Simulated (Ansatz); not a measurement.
## A computed series for hypothetical anatase ZnF2: response to strain

Take ZnF2 in the anatase structure (space group I4_1/amd, No. 141; a = 3.9616 Å, c = 9.7700 Å; a hypothetical phase, not in the database extracts checked) as the base. Axes: x, y, z lie along a, b, c of the conventional cell.

Strains are applied to the cell and any free atomic positions relax; under biaxial strain the out-of-plane vector relaxes too.

All numbers come from Ansatz (a program for electronic structure) r2SCAN, without spin-orbit coupling.

Candidates:
(a) biaxial strain −1.59 %, plane normal [001], relaxed out of plane
(b) isotropic strain +2.94 %
(c) strain tensor (xx, yy, zz, yz, xz, xy) = (+1.24, −2.34, −0.30, −0.22, +0.29, −0.28) %
(d) biaxial strain +0.88 %, plane normal [001], relaxed out of plane

For the base:

```
Quantity              Result
-------------------  -------
Smallest direct gap  5.11 eV
```

Question: Order them by smallest direct gap, lowest first.

Answer: (b) isotropic strain +2.94 % (4.85 eV), (d) biaxial strain +0.88 %, plane normal [001], relaxed out of plane (5.10 eV), (a) biaxial strain −1.59 %, plane normal [001], relaxed out of plane (5.12 eV), (c) strain tensor (xx, yy, zz, yz, xz, xy) = (+1.24, −2.34, −0.30, −0.22, +0.29, −0.28) % (5.15 eV)

Whether these cells are dynamically stable was not tested.
